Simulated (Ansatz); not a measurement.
The starting structures come from a database of crystals and need not be the phases stable at ambient conditions.

The decay constant κ of evanescent states in the gap governs leakage through a thin film.

Data:

```xyz
5
Lattice="5.6965 0.0000 0.0000 -2.8483 4.9333 0.0000 2.8483 1.6444 2.2655" Properties=species:S:1:pos:R:3 pbc="T T T"
Ba     2.8483     4.9333     0.0010
Ti     5.6965     3.2889     1.2233
O      5.6965     1.6748     2.1695
O      1.3978     4.0959     2.1695
O      4.2987     4.0959     2.1695
```

Space group of this cell: R3m. The cell is strained (lengths along the current scaled by 0.97, ions clamped); by r2SCAN its mean pressure is 3.4 GPa.

Transport runs along the normal of the first two printed cell vectors, the (001) (indices of the unstrained crystal) plane of the conventional cell.

The gap is the functional's own, uncorrected, and κ follows it; spin-orbit coupling is left out. Mid-gap values are interpolated between the computed energies.

**Question.** Compute, with r2SCAN in Ansatz (a program for electronic structure), the band gap and the smallest decay constant κ at mid-gap.

**Answer.** Gap 2.81 eV on a 14×14×14 mesh; κ = 0.380 1/Å, at (0.167, 0.000) of the in-plane reciprocal vectors. At the zone centre, at the nearest computed energy, the slowest state has κ = 0.39 1/Å.
